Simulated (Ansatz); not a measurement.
System: zinc-blende NaI (model structure). Method: PBEsol (Ansatz, a program for electronic structure, PAW).

Run with plane-wave cutoff 500 eV, 8×8×8 k mesh, gaussian smearing 0.02 eV, scalar-relativistic PAW data made under PBE.

Cell (relaxed at this level):

```yaml
crystal:
  lattice:
    - [0.00000, 3.53039, 3.53039]
    - [3.53039, 0.00000, 3.53039]
    - [3.53039, 3.53039, 0.00000]
  atoms:
    - { symbol: Na, position: [0.00000, 0.00000, 0.00000] }
    - { symbol: I, position: [0.25000, 0.25000, 0.25000] }
```

Task: Give the computed band gap.

Result: 
- band gap: 3.75 eV (on the SCF k mesh)

Note: the relaxation could raise the start's symmetry but not lower it, so the cell can be a saddle point.

Spin–orbit coupling is not included; with these elements it can move the gap by several tenths of an eV or more.

A model structure was made by putting elements into a prototype or built by hand; it is no filed structure, need not be a known phase, and can be a saddle point held by its symmetry.
